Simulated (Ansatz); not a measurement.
The parent structure is Ir in the fcc (Cu type) structure (space group Fm-3m, No. 225).

```
Ir
1.0
    0.00000     1.92220     1.92220
    1.92220     0.00000     1.92220
    1.92220     1.92220     0.00000
Ir
1
Direct
  0.00000   0.00000   0.00000
```

All numbers come from r2SCAN in Ansatz (plane waves to 500 eV, PAW, no SOC).

Base values:

| Item | Result |
|---|---|
| Pressure | 0.0 GPa |

One thing is altered: every lattice vector is stretched by 3.48 %; the atoms relax in the strained cell.

**Question.** Estimate the effect on the energy relative to the base and pressure.

**Answer.** The energy rises by 158 meV/atom; the pressure goes from zero to -29.8 GPa.

No phonon test of stability was made. All final runs are without spin polarisation.

Ansatz is a program for electronic structure.
